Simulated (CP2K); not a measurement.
**Worked example: self-consistent single point of a (001) slab of CsCaH3 (cut from a parent of space group no. 221; 10 atoms in the cell) in CP2K**

Level of theory: LDA (Pade form), GPW, DZVP-MOLOPT-SR-GTH basis, GTH-PADE potentials (GTH_POTENTIALS) in CP2K 2026.2.

Input:

```
&GLOBAL
  PROJECT bulk
  RUN_TYPE ENERGY_FORCE
  PRINT_LEVEL LOW
&END GLOBAL
&FORCE_EVAL
  METHOD Quickstep
  STRESS_TENSOR ANALYTICAL
  &DFT
    BASIS_SET_FILE_NAME BASIS_MOLOPT
    POTENTIAL_FILE_NAME GTH_POTENTIALS
    &QS
      METHOD GPW
      EPS_DEFAULT 1E-10
    &END QS
    &MGRID
      CUTOFF 500
      REL_CUTOFF 40
      NGRIDS 5
    &END MGRID
    &SCF
      SCF_GUESS ATOMIC
      EPS_SCF 1E-7
      MAX_SCF 100
      ADDED_MOS 8
      &DIAGONALIZATION
        ALGORITHM STANDARD
      &END DIAGONALIZATION
      &MIXING
        METHOD BROYDEN_MIXING
        ALPHA 0.2
        NBUFFER 12
        BETA 1
      &END MIXING
      &SMEAR ON
        METHOD FERMI_DIRAC
        ELECTRONIC_TEMPERATURE [K] 580.23
      &END SMEAR
    &END SCF
    &KPOINTS
      SCHEME MONKHORST-PACK 3 3 1
    &END KPOINTS
    &XC
      &XC_FUNCTIONAL PADE
      &END XC_FUNCTIONAL
    &END XC
    &PRINT
      &MO
        EIGENVALUES T
        OCCUPATION_NUMBERS T
        NDIGITS 8
        FILENAME mo
        &EACH
          QS_SCF 0
        &END EACH
        ADD_LAST NUMERIC
      &END MO
      &MULLIKEN OFF
      &END MULLIKEN
    &END PRINT
  &END DFT
  &SUBSYS
    &CELL
      ABC 4.59808400 4.59808400 20.89709200
      ALPHA_BETA_GAMMA 90.00000000 90.00000000 90.00000000
      PERIODIC XYZ
    &END CELL
    &COORD
      SCALED
      Cs       0.00000000     0.00000000     0.44499000
      Ca       0.50000000     0.50000000     0.33497500
      H        0.50000000     0.00000000     0.33497500
      H        0.00000000     0.50000000     0.33497500
      H        0.50000000     0.50000000     0.44499000
      Cs       0.00000000     0.00000000     0.66502500
      Ca       0.50000000     0.50000000     0.55501000
      H        0.50000000     0.00000000     0.55501000
      H        0.00000000     0.50000000     0.55501000
      H        0.50000000     0.50000000     0.66502500
    &END COORD
    &KIND Cs
      BASIS_SET DZVP-MOLOPT-SR-GTH-q9
      POTENTIAL GTH-PADE-q9
    &END KIND
    &KIND Ca
      BASIS_SET DZVP-MOLOPT-SR-GTH-q10
      POTENTIAL GTH-PADE-q10
    &END KIND
    &KIND H
      BASIS_SET DZVP-MOLOPT-SR-GTH-q1
      POTENTIAL GTH-PADE-q1
    &END KIND
  &END SUBSYS
  &PRINT
    &FORCES ON
    &END FORCES
    &STRESS_TENSOR ON
    &END STRESS_TENSOR
  &END PRINT
&END FORCE_EVAL
```

Output (repeated stretches shortened):

```
 GLOBAL| Method name                                                        CP2K
 GLOBAL| Project name                                                       bulk
 GLOBAL| Run type                                                   ENERGY_FORCE

 TOTAL NUMBERS AND MAXIMUM NUMBERS

  Total number of            - Atomic kinds:                                   3
                             - Atoms:                                         10
                             - Shell sets:                                    10
                             - Shells:                                        42
                             - Primitive Cartesian functions:                 54
                             - Cartesian basis functions:                     90
                             - Spherical basis functions:                     86

  Maximum angular momentum of- Orbital basis functions:                        2
                             - Local part of the GTH pseudopotential:          2
                             - Non-local part of the GTH pseudopotential:      3

 SCF PARAMETERS         Density guess:                                    ATOMIC
                        max_scf:                                             100
                        max_diis:                                              4
                        eps_scf:                                        1.00E-07
                        eps_diis:                                       1.00E-01
                        eps_eigval:                                     1.00E-05
                        level_shift [a.u.]:                             0.000000
                        added MOs                                         8    0
                        Mixing method:                            BROYDEN_MIXING
                                                charge density mixing in g-space
                        Smear method:                                FERMI_DIRAC
                        Electronic temperature [K]:                        580.2
                        Electronic temperature [a.u.]:                  1.84E-03
                        Accuracy threshold:                             1.00E-10
                        No outer SCF

 Extrapolation method: initial_guess

 Number of electrons:                                                         44
 Number of occupied orbitals:                                                 22
 Number of molecular orbitals:                                                30

 Number of orbital functions:                                                 86
 Number of independent orbital functions:                                     86

 SCF WAVEFUNCTION OPTIMIZATION

  Step     Update method      Time    Convergence         Total energy    Change
     1 NoMix/Diag. 0.20E+00      -     2.13596026      -116.9588666747 -1.17E+02
     2 Broy./Diag. 0.20E+00      -     0.01719097      -117.0000277667 -4.12E-02
     3 Broy./Diag. 0.20E+00      -     0.07750104      -117.0756417627 -7.56E-02
     4 Broy./Diag. 0.20E+00      -     0.01923817      -117.2757181578 -2.00E-01
     5 Broy./Diag. 0.20E+00      -     0.05303416      -117.2789929277 -3.27E-03
     6 Broy./Diag. 0.20E+00      -     0.00511287      -117.3083771348 -2.94E-02
     7 Broy./Diag. 0.20E+00      -     0.01035465      -117.2967217357  1.17E-02
   [... 29 lines left out ...]
    37 Broy./Diag. 0.20E+00      -     0.00000029      -117.3606094065 -6.53E-07
    38 Broy./Diag. 0.20E+00      -     0.00000025      -117.3606098676 -4.61E-07
    39 Broy./Diag. 0.20E+00      -     0.00000011      -117.3606098542  1.34E-08
    40 Broy./Diag. 0.20E+00      -     0.00000014      -117.3606098207  3.35E-08
    41 Broy./Diag. 0.20E+00      -     0.00000008      -117.3606097741  4.66E-08

  *** SCF run converged in    41 steps ***

  Electronic density on regular grids:        -43.9999999999        0.0000000001
  Core density on regular grids:               43.9999999960       -0.0000000040
  Total charge density on r-space grids:       -0.0000000039
  Total charge density g-space grids:          -0.0000000039

  Overlap energy of the core charge distribution:               0.00000000000000
  Self energy of the core charge distribution:               -237.75527706685577
  Core Hamiltonian energy:                                     52.99123236763860
  Hartree energy:                                              85.77121826953909
  Exchange-correlation energy:                                -18.36778334438244
  Electronic entropic energy:                                  -0.00000000000078
  Fermi energy:                                                -0.00594264216916

  Total energy:                                              -117.36060977406129
  Total energy (extrapolated to T->0):                       -117.36060977406089

 ENERGY| Total FORCE_EVAL ( QS ) energy [hartree]           -117.360609684497192

 FORCES| Atomic forces [hartree/bohr]
 FORCES|   Atom     x               y               z               |f|
 FORCES|      1 -9.86758360E-12 -9.89475896E-12 -1.26949619E-03   1.26949619E-03
 FORCES|      2 -2.63830615E-10 -2.65681497E-10  1.23020659E-02   1.23020659E-02
 FORCES|      3 -3.87728586E-13  4.91990523E-12 -4.41549632E-04   4.41549632E-04
 FORCES|      4  4.85217789E-12 -1.58107265E-12 -4.41549098E-04   4.41549098E-04
 FORCES|      5 -1.66680284E-12 -1.83527852E-12 -3.05339449E-03   3.05339449E-03
 FORCES|      6 -7.94745493E-12 -7.95070579E-12 -1.78466778E-03   1.78466778E-03
 FORCES|      7 -2.80677731E-10 -2.82147095E-10  5.09520436E-03   5.09520436E-03
 FORCES|      8 -1.04752830E-12  5.16930277E-12  1.32020912E-04   1.32020912E-04
 FORCES|      9  5.13254288E-12 -2.31347202E-12  1.32019588E-04   1.32019588E-04
 FORCES|     10 -2.35879630E-12 -2.46612425E-12 -1.06619956E-02   1.06619956E-02
 FORCES| Sum    -5.57799519E-10 -5.63780796E-10  8.65797437E-06
 FORCES| Total atomic force                                       8.65797440E-06

 STRESS| Analytical stress tensor [bar]
 STRESS|                        x                   y                   z
 STRESS|      x       -1.66440745005E+04   2.21150386101E-05   3.99454871613E-06
 STRESS|      y        2.21150386101E-05  -1.66440739603E+04   4.02403776621E-06
 STRESS|      z        3.99454871613E-06   4.02403776621E-06  -1.33008079438E+04
 STRESS| 1/3 Trace                                            -1.55296521349E+04
```

The run converged in 41 iterations.

The starting cell comes from a database of computed structures (which also holds hypothetical and non-ambient phases and stackings), without a prior relaxation at this level. The slab is cut from that crystal, and its faces are unrelaxed. Its lattice was rescaled by up to half a per cent. The two faces of this cut differ, and no dipole correction was used. Values carry the incompleteness of an atom-centred basis.

Cost on one core of a shared machine: roughly 50 s.
